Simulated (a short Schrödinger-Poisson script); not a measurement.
System: MOS inversion layer, SiO2 on p-type Si(111), at 300 K.

From the gate side: 2.3 nm SiO2; 520 nm Si, acceptors 6.8e17 cm⁻³.

Constants are typed, rounded textbook-type inputs, not results; the design itself was drawn at random and stands for no fabricated device. SiO2: permittivity 3.9, conduction-band edge (eV) 3.15, gap (eV) 9, electron mass (mₑ) 0.5. Si: permittivity 11.7, conduction-band edge (eV) 0, gap (eV) 1.124, Nv at 300 K (cm⁻³) 3.1e19.

Channel valleys (confinement mass, in-plane density-of-states mass, number): Δ6 0.258, 0.358, 6. At the gate the conduction-band edge of layer 1 lies 3.68 eV − eVg above the Fermi level of the channel; the field vanishes at the back. Gaps are held at their typed values at every temperature. Mesh 0.03 nm at interfaces.

Solved with a short Schrödinger-Poisson script written for these runs: 1D Poisson equation in equilibrium, electrons quantum, Hartree (BenDaniel-Duke, 12 states a valley, the channel's in-plane mass for all, wave functions ending at the dielectric), parabolic valleys, classical holes, full ionisation, no traps, pinning or gate leakage.

```csv
Vg (V),electrons (cm⁻²),C (μF/cm²),Δ6 E0 (meV from the Fermi level)
0.8,1.29e10,0.260,194.1
0.9,1.62e11,0.607,128.5
1,6.06e11,0.921,94.2
1.1,1.20e12,1.04,76.1
1.2,1.87e12,1.10,64.3
1.3,2.56e12,1.14,55.7
1.4,3.28e12,1.16,48.9
1.5,4.01e12,1.18,43.3
1.6,4.75e12,1.20,38.5
1.7,5.50e12,1.21,34.2
1.8,6.26e12,1.22,30.4
1.9,7.03e12,1.23,27.0
2,7.79e12,1.23,23.9
2.1,8.57e12,1.24,21.0
2.2,9.35e12,1.25,18.2
2.3,1.01e13,1.25,15.7
```

Gate voltages with under 1e9 electrons/cm² are left out.

### Question
At Vg = 2.3 V the lowest Δ6 subband lies at 15.7 meV from the Fermi level. How many electrons does it hold, and what share of all?

### Answer
The two-dimensional density of states is g m/(πħ²) = 8.97e11 cm⁻² meV⁻¹ (both spins), kT = 25.9 meV, so n = D kT ln(1 + exp(−E/kT)) = 1.01e13 cm⁻², 1.00 of the 1.01e13 cm⁻² in all.

### Question
Compare the slope of the sheet density between 2.1 and 2.3 V with the geometric capacitance of the layers between gate and channel.

### Answer
q Δn/ΔV = 1.23 μF/cm²; ε0/Σ(t/ε) = 1.50 μF/cm². The ratio is 0.82: the channel acts as a further capacitance in series.
